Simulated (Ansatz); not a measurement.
## MgO, response to strain

The parent structure is MgO in the rock salt structure (space group Fm-3m, No. 225).

```
MgO
1.0
    0.00000     2.10379     2.10379
    2.10379     0.00000     2.10379
    2.10379     2.10379     0.00000
O Mg
1 1
Direct
  0.00000   0.00000   0.00000
  0.50000   0.50000   0.50000
```

Cartesian axes are those of the cell as printed.

Strains are applied to the cell and any free atomic positions relax; under biaxial strain the out-of-plane vector relaxes too.

Level of theory: plane-wave PAW DFT at the r2SCAN level (Ansatz, a program for electronic structure, 500 eV), no spin-orbit coupling, earlier PAW set.

Candidates:
(a) biaxial strain +2.82 %, plane normal [001], relaxed out of plane
(b) isotropic strain −0.63 %
(c) uniaxial strain ε_yy = −0.16 %

For the base:

The band gap comes out as 5.68 eV.

Order them by band gap, highest first.

(b) isotropic strain −0.63 % (5.87 eV), (c) uniaxial strain ε_yy = −0.16 % (5.69 eV), (a) biaxial strain +2.82 %, plane normal [001], relaxed out of plane (5.24 eV)

Whether these cells are dynamically stable was not tested.
